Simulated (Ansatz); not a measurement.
# Effect of Cu → B on CuI

The parent structure is CuI in the zinc blende structure (space group F-43m, No. 216; a = 5.939 Å).

It is then changed as follows: every Cu is replaced by B; the structure is relaxed again.

Level of theory: Ansatz (a quantum-chemistry and plane-wave program), PBEsol, PAW, cutoff 420 eV, spin-orbit coupling left out. Γ-centred 13×13×13 mesh, Fermi–Dirac width 0.05 eV, for the changed cell.

```
quantity                        base          changed        shift
-------------------  ---------------  ---------------  -----------
volume per atom             26.19 Å³         29.39 Å³    +3.206 Å³
density                   6.04 g/cm³       3.89 g/cm³  -2.15 g/cm³
lattice parameter a          5.939 Å          6.172 Å     +0.233 Å
space group          F-43m (No. 216)  F-43m (No. 216)            –
band gap                     1.17 eV             zero            –
```

Final structure:

```xyz
2
Lattice="0.0000 3.0862 3.0862 3.0862 0.0000 3.0862 3.0862 3.0862 0.0000" Properties=species:S:1:pos:R:3 pbc="T T T"
I      1.5431     1.5431     1.5431
B      0.0000     0.0000     0.0000
```

With I present, leaving out spin-orbit coupling can change the band edges. No phonon test of stability was made. As relaxed here, BI is a hypothetical phase, not in the database extracts checked. The final runs are not spin-polarised. The zero or small gap of BI can change with the level of theory.
